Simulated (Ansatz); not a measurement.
MoP under a change: biaxial strain +0.29 %, plane normal [001], relaxed out of plane

The reference is MoP (space group P-6m2, No. 187; a = 3.2076 Å, c = 3.1727 Å; relaxed with 0.1 eV smearing). Axes: x lies along a and z along c of the hexagonal cell.

The change: biaxial strain +0.29 %, plane normal [001], relaxed out of plane (Cartesian); in-plane vectors clamped, the third vector and the atoms free.

Level of theory: PBEsol in Ansatz (plane waves to 420 eV, PAW, no SOC). Γ-centred 21×21×18 mesh, Fermi–Dirac width 0.1 eV.

| quantity | base | changed | shift |
|---|---|---|---|
| space group | P-6m2 (No. 187) | P-6m2 (No. 187) | – |
| shortest interatomic distance | 2.438 Å | 2.441 Å | +0.0022 Å |
| pressure (mean of the normal stresses, compression positive) | 0.0 GPa | -0.7 GPa | -0.7 GPa |
| band gap | zero | zero | – |
| out-of-plane strain | – | -0.19 % | – |
| mean in-plane stress (compression positive) | – | -1.1 GPa | – |

Final structure (turned so that z lies along the plane normal):

```yaml
crystal:
  lattice:
    - [3.21685, 0.00000, 0.00000]
    - [1.60843, 2.78588, 0.00000]
    - [0.00000, 0.00000, 3.16680]
  atoms:
    - { symbol: Mo, position: [0.00000, 0.00000, 0.00000] }
    - { symbol: P, position: [0.66667, 0.66667, 0.50000] }
```

Cost of the whole job for the changed cell (relaxation, final SCF and bands): about 50 core-seconds (a rough figure).

Whether these cells are dynamically stable was not tested. The final runs are not spin-polarised. An odd electron count without spin: MoP.

Ansatz is a quantum-chemistry and plane-wave program.
